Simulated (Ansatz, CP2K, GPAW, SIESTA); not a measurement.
Code comparison for SiO2 (P4_2/mnm, 6 atoms in the cell)

Band-structure calculation.

```
SiO2
1.0
    4.22222     0.00000     0.00000
    0.00000     4.22222     0.00000
    0.00000     0.00000     2.69697
Si O
2 4
Direct
  0.00000   0.00000   0.00000
  0.50000   0.50000   0.50000
  0.30600   0.30600   0.00000
  0.80600   0.19400   0.50000
  0.19400   0.80600   0.50000
  0.69400   0.69400   0.00000
```

Shared settings, as Ansatz (an electronic-structure program) writes them: kpoints.mp_grid.grid = 5 5 8; scf.occupations.method = fermi_dirac; scf.occupations.width = 0.05 eV. Potentials and cutoffs stand in the table.

| code | model | gap along the path (eV) | smallest direct gap (eV) | cutoff |
|---|---|---|---|---|
| Ansatz | PBE, default PAW files | 5.05 | 5.05 | 420 eV |
| SIESTA | GGA PBE, numerical atomic orbitals DZP, PseudoDojo PBE standard norm-conserving potentials (rewritten from UPF to PSML) | 4.97 | 4.97 | grid 300 Ry |
| GPAW | PBE, GPAW PAW datasets PBE (gpaw-data 1.0.1) | 5.09 | 5.09 | 950 eV |
| CP2K | PBE, GPW, DZVP-MOLOPT-SR-GTH basis, GTH-PBE potentials (GTH_POTENTIALS) | 4.97 | 4.97 | grid 450 Ry |

The spread over the programs that give each value: gap along the path within 0.12 eV; smallest direct gap within 0.12 eV.

SIESTA and CP2K use small atom-centred bases, whose incompleteness enters pressures, forces and empty levels differently from a plane-wave cutoff.

The starting cell has typed, rounded lattice constants, without a prior relaxation at this level. Its lattice was rescaled by a random factor within 2.5 % of one.

Left out of this page: Quantum ESPRESSO and FLEUR (not drawn, or without a comparable value).

Keys are those of Ansatz 0.2.
